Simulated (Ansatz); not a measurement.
## PBE against r2SCAN: ZnSe, Se → S

Consider ZnSe in the zinc blende structure (space group F-43m, No. 216; a = 5.733 Å).

(Cell as relaxed with PBE.)

Levels (all Ansatz, a quantum-chemistry and plane-wave program, PAW, earlier PAW set): PBE (420 eV, without spin-orbit coupling); r2SCAN (500 eV, no spin-orbit coupling).

Each level relaxes its own structure.

```csv
base,PBE,r2SCAN
volume per atom,23.55 Å³,22.74 Å³
lattice parameter a,5.733 Å,5.666 Å
band gap,1.15 eV,1.86 eV
```

It is then changed as follows: S takes the place of Se on all its sites, then cell and atoms are relaxed.

| quantity | PBE | r2SCAN |
|---|---|---|
| electron mass | 0.17 mₑ (at Γ) | [?] |
| hole mass (degenerate bands, along [100]) | 0.18, 0.72, 0.72 mₑ (at Γ) | [?] |
| lattice parameter a | 5.444 Å | [?] |
| band gap | 2.01 eV | [?] |
| shift of the gap caused by the change | +0.86 eV | [?] |

Problem. Given the PBE results, estimate those of r2SCAN.

Solution. 
- electron mass, r2SCAN: 0.19 mₑ (at Γ)
- hole mass (degenerate bands, along [100]), r2SCAN: 0.21, 0.68, 0.68 mₑ (at Γ)
- lattice parameter a, r2SCAN: 5.390 Å
- band gap, r2SCAN: 2.70 eV
- shift of the gap caused by the change, r2SCAN: +0.83 eV

PBE's lattice parameter a lies 0.0533 Å above r2SCAN's (1.0 %); PBE's band gap lies 0.69 eV below r2SCAN's; PBE's shift of the gap caused by the change lies 0.03 eV above r2SCAN's. Neither level is exact; r2SCAN is the comparison here, not a measurement.

Effective masses come from finite differences of ±0.01 Å⁻¹. No phonon test of stability was made.
